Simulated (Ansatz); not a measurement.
Partial pair distribution functions of a relaxed model of amorphous In₉Ga₉Zn₉O₃₉W, broadened by 0.06 Å; density 5.91 g/cm³. Computed with PBE, scalar-relativistic without spin-orbit coupling (plane waves to 420 eV, PAW; Ansatz, a program for electronic structure).

A CHGNet melt-quench gave the starting glass, which DFT then relaxed. O atoms were pushed apart under 1.9 Å during the dynamics, to hinder bonds among them. The hot cell started wider than the set density and was brought back towards it in steps. It is the lowest in DFT energy of 2 quenches. It is a model cell: composition and starting density were chosen by hand, and all elements were melted together. No dispersion term was used. Its density started from a set value of 5.97 and ended at 5.91 g/cm³. The quench (nominally 210 K/ps over its main leg) was far faster than any real one, so the model tends to hold more defects than a real film. A cell of this size samples the disorder only roughly. Volume and shape were free in the relaxation.

| r (Å) | g In-O | g Ga-O | g In-In | g Ga-Ga |
|---|---|---|---|---|
| 1.60 | 0.00 | 0.00 | 0.00 | 0.00 |
| 1.70 | 0.00 | 0.43 | 0.00 | 0.00 |
| 1.80 | 0.00 | 5.20 | 0.00 | 0.00 |
| 1.90 | 0.01 | 9.13 | 0.00 | 0.00 |
| 2.00 | 0.79 | 4.21 | 0.00 | 0.00 |
| 2.10 | 5.30 | 1.55 | 0.00 | 0.00 |
| 2.20 | 7.61 | 0.43 | 0.00 | 0.00 |
| 2.30 | 4.50 | 0.18 | 0.00 | 0.00 |
| 2.40 | 1.71 | 0.02 | 0.00 | 0.00 |
| 2.50 | 0.34 | 0.16 | 0.00 | 0.00 |
| 2.60 | 0.08 | 0.12 | 0.00 | 0.00 |
| 2.70 | 0.19 | 0.01 | 0.00 | 0.00 |
| 2.80 | 0.26 | 0.02 | 0.00 | 0.24 |
| 2.90 | 0.22 | 0.16 | 0.00 | 1.35 |
| 3.00 | 0.07 | 0.28 | 0.00 | 1.83 |
| 3.10 | 0.13 | 0.60 | 0.00 | 3.99 |
| 3.20 | 0.07 | 0.50 | 0.00 | 4.88 |
| 3.30 | 0.21 | 0.50 | 0.20 | 1.73 |
| 3.40 | 0.29 | 1.02 | 1.30 | 1.29 |
| 3.50 | 0.42 | 1.02 | 1.22 | 1.19 |
| 3.60 | 0.98 | 1.38 | 0.64 | 0.19 |
| 3.70 | 0.84 | 1.19 | 0.70 | 0.00 |
| 3.80 | 0.80 | 1.05 | 0.88 | 0.03 |
| 3.90 | 0.88 | 1.17 | 4.11 | 0.48 |
| 4.00 | 0.96 | 1.01 | 3.25 | 0.64 |
| 4.10 | 1.23 | 1.02 | 2.31 | 1.14 |
| 4.20 | 1.40 | 0.72 | 1.09 | 1.05 |
| 4.30 | 1.55 | 1.13 | 0.06 | 0.71 |
| 4.40 | 1.65 | 1.66 | 0.18 | 0.64 |
| 4.50 | 1.51 | 1.75 | 0.55 | 0.19 |
| 4.60 | 1.64 | 1.72 | 0.37 | 0.44 |
| 4.70 | 1.39 | 1.35 | 1.21 | 0.79 |

Within 2.56 Å each In has 5.67 O neighbours on average.
